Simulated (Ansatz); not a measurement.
The parent structure is InSb in the zinc blende structure (space group F-43m, No. 216; a = 6.519 Å). Axes: x, y, z lie along the cube axes.

Computed with Ansatz (a quantum-chemistry and plane-wave program) PBEsol, no spin-orbit coupling.

Strains are applied to the cell and any free atomic positions relax; under biaxial strain the out-of-plane vector relaxes too.

One change was made to it. Results:

```tsv
quantity	base	after
energy relative to the base (free energy F)	0 meV/atom	+8.3 meV/atom
pressure (mean of the normal stresses, compression positive)	0.0 GPa	1.0 GPa
shortest interatomic distance	282.3 pm	280.2 pm
```

Question: Which of these changes matches the shifts?
A. biaxial strain −2.50 %, plane normal [001], relaxed out of plane
B. biaxial strain −2.00 %, plane normal [001], relaxed out of plane
C. biaxial strain −0.50 %, plane normal [001], relaxed out of plane
D. biaxial strain −1.00 %, plane normal [001], relaxed out of plane

Answer: A, biaxial strain −2.50 %, plane normal [001], relaxed out of plane. For comparison, the energy relative to the base in the other runs: biaxial strain −0.50 %, plane normal [001], relaxed out of plane gives +0.3 meV/atom; biaxial strain −1.00 %, plane normal [001], relaxed out of plane gives +1.3 meV/atom; biaxial strain −2.00 %, plane normal [001], relaxed out of plane gives +5.3 meV/atom.

Whether these cells are dynamically stable was not tested. The final runs are not spin-polarised.
